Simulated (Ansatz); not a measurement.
Ansatz (a quantum-chemistry and plane-wave program) run on In (I4/mmm, 1 atom in the cell): self-consistent single point.

Method: PBE, harder PAW files (source: ansatz) (plane waves; Ansatz).

The change in words: lattice scaled by 0.98; basis.ecutwfc: 420 eV → 1420 eV; hamiltonian.pseudopotentials: {kind: paw} (the program's default PAW files) → {kind: paw, source: ansatz}. Reference geometry:
```
In
1.0
   -1.62987     1.62987     2.48243
    1.62987    -1.62987     2.48243
    1.62987     1.62987    -2.48243
In
1
Direct
  0.00000   0.00000   0.00000
```

Reference input (self-consistent single point, DFT, PBE, plane waves, default PAW files): basis.ecutwfc = 420 eV; kpoints.mp_grid.grid = 14 14 14; hamiltonian.xc = pbe; hamiltonian.pseudopotentials = {kind: paw} (the program's default PAW files); scf.occupations.method = fermi_dirac; scf.occupations.width = 0.1 eV. This run's input differs from it in these lines:

Ansatz 0.2 input:
```diff
@@ -3,5 +3,5 @@
   lattice:
-    - [-1.629875, 1.629875, 2.482425]
-    - [1.629875, -1.629875, 2.482425]
-    - [1.629875, 1.629875, -2.482425]
+    - [-1.597278, 1.597278, 2.432776]
+    - [1.597278, -1.597278, 2.432776]
+    - [1.597278, 1.597278, -2.432776]
   atoms:
@@ -9,3 +9,3 @@
 basis:
-  ecutwfc: 420.0
+  ecutwfc: 1420.0
 kpoints:
@@ -14,3 +14,3 @@
   xc: pbe
-  pseudopotentials: { kind: paw }
+  pseudopotentials: { kind: paw, source: ansatz }
 scf:
```

Log, with long lists cut:

```
SCF iter   1: F=—  HF=-8967.227321 eV  |F-HF|=—  |Δ(HF+E_count)|=         —  Δρ=1.94e-2  dr2=1.10e-1  ethr=3.10e-3  ⟨swp⟩=4.6  Hψ=17499  notcnv=0
all-band conjugate gradients solve this SCF's bands
preconditioner: auto → Kerker (q_TF=auto, 2.653 Å⁻¹)
SCF iter   2: F=—  HF=-8967.200670 eV  |F-HF|=—  |Δ(HF+E_count)|=   2.67e-2  Δρ=1.02e-2  dr2=3.44e-2  ethr=5.23e-4  ⟨swp⟩=2.0  Hψ=6584  notcnv=0  defer=52
   [... lines left out ...]
SCF iter   4: F=—  HF=-8967.191641 eV  |F-HF|=—  |Δ(HF+E_count)|=   4.32e-4  Δρ=1.60e-3  dr2=2.53e-4  ethr=2.08e-5  ⟨swp⟩=2.0  Hψ=6552  notcnv=0  defer=58
SCF iter   5: F=—  HF=-8967.191655 eV  |F-HF|=—  |Δ(HF+E_count)|=   1.35e-5  Δρ=2.59e-4  dr2=8.86e-6  ethr=1.21e-6  ⟨swp⟩=2.1  Hψ=5079  notcnv=0  defer=58
SCF iter   6: F=—  HF=-8967.191747 eV  |F-HF|=—  |Δ(HF+E_count)|=   9.18e-5  Δρ=4.50e-5  dr2=3.68e-7  ethr=4.22e-8  ⟨swp⟩=2.7  Hψ=6047  notcnv=0  defer=58
SCF iter   7: F=-8967.191747 eV  HF=-8967.191747 eV  |F-HF|=6.04e-10  |Δ(HF+E_count)|=   1.53e-7  Δρ=8.58e-6  dr2=1.94e-8  ethr=4.76e-10  ⟨swp⟩=5.9  Hψ=16731  notcnv=0
SCF 1 converged in 7 iterations: F = -8967.191747 eV  dr2 = 1.94e-8
Free energy (F): -8967.191747 eV
Internal energy: -8967.178985 eV  (E = F + TS)
E sigma→0 (E₀):  -8967.185366 eV
Entropy (-TS):   -0.012762 eV (-12.762 meV/atom)
Fermi energy:    13.104564 eV
--- Forces (eV/Å), atoms counted from 1 ---
  atom   1  In     0.00000000     0.00000000     0.00000000
--- Stress (GPa, compression-positive) ---
        4.698473       0.000000      -0.000000
        0.000000       4.698473      -0.000000
        0.000000       0.000000       4.720950
  P = ⅓ Tr σ = 4.7060 GPa (47.060 kbar)
  The stress holds the Pulay correction. Without it, at fixed plane waves, as pw.x and ABINIT print it: P = 4.7045 GPa
```

The run converged in 7 iterations. Against the reference run the pressure goes from 1.61 to 4.71 GPa.

The starting cell has typed, rounded lattice constants, without a prior relaxation at this level. Its lattice was rescaled by up to half a per cent. For this run, on top of that: lattice scaled by 0.98. Ansatz's pressure includes its estimate of the finite-basis (Pulay) stress.
